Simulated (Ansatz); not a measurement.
Structures of equal composition on the (111) surface of germanium (Ge plane on top): (√3x√3)R30° In adatom at H3; (√3x√3)R30° In adatom at T4. The slabs share one bottom face, and each structure is named by its start. These are constructed structures in small cells; real faces may alloy, dewet or reconstruct in larger ones, and not all known structures of the face are among them. Slabs of about 13 Å, Fermi-Dirac smearing of 0.025 eV. Bottom of the slabs: H caps. Relaxed from the named starts with such symmetry as they have, on meshes of like density; energies extrapolated to zero smearing; spin only where a row says so; no spin-orbit coupling, no U. Brackets mark spin-polarised runs, whose order is one that fits the cell. Where a second, spin-polarised start was run, the lower counts.

Calculation: r2SCAN, at the PBE geometry (plane waves to 500 eV, PAW; Ansatz, a quantum-chemistry and plane-wave program).

### Question
Put the candidates in order of energy per 1x1 cell, lowest first, for r2SCAN, at the PBE geometry.

### Answer
(√3x√3)R30° In adatom at T4 (0.000 eV, no gap on the mesh), (√3x√3)R30° In adatom at H3 (0.024 eV, no gap on the mesh)
